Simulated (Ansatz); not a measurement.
What biaxial strain +1.50 %, plane normal [001], relaxed out of plane does to ZnGeP2

Start from ZnGeP2 in the chalcopyrite structure (space group I-42d, No. 122; a = 5.4243 Å, c = 10.7097 Å). Axes: x, y, z lie along a, b, c of the conventional cell.

Modification: tensile biaxial strain of 1.50 % in the plane normal to [001], as in epitaxy on a mismatched substrate; the out-of-plane cell vector and the atoms relax.

Calculations: PBEsol (Ansatz, a first-principles code), without spin-orbit coupling. Γ-centred 9×9×9 mesh, Fermi–Dirac width 0.05 eV.

The volume per atom increases by 0.31 Å³ to 20.00 Å³ and the space group stays I-42d (No. 122). The shortest interatomic distance rises by 0.009 Å to 2.343 Å and the energy increases by 3.6 meV/atom. The pressure (mean of the normal stresses, compression positive) goes from zero to -1.26 GPa and the band gap drops by 0.05 eV, from 1.07 eV to 1.02 eV. The gap character becomes indirect, Γ → Γ–M (25 % along) (base: indirect, Γ → M–S (33 % along)) and the smallest direct gap drops by 0.18 eV (1.24 eV → 1.06 eV). The width of the top valence band increases by 0.07 eV (1.50 eV → 1.57 eV) and the electron mass amounts to 1.4 mₑ along k, 0.24 mₑ across (off the special points). The hole mass changes from 0.096 mₑ along c, 0.33 mₑ across (at Γ) to 0.089 mₑ out of plane, 0.33 mₑ in plane (at Γ) and the valence-band top at Γ (three highest levels, from the VBM) goes from 0.00, -0.07, -0.07 eV to 0.00, -0.22, -0.22 eV. The out-of-plane strain comes out as -1.41 % and the ratio −ε⊥/ε∥ amounts to 0.94. The mean in-plane stress (compression positive) comes out as -1.9 GPa.

Masses are band curvatures over ±0.01 Å⁻¹ around the edge. Along k means along the line from Γ to the band edge. Stability against distortions was not tested.
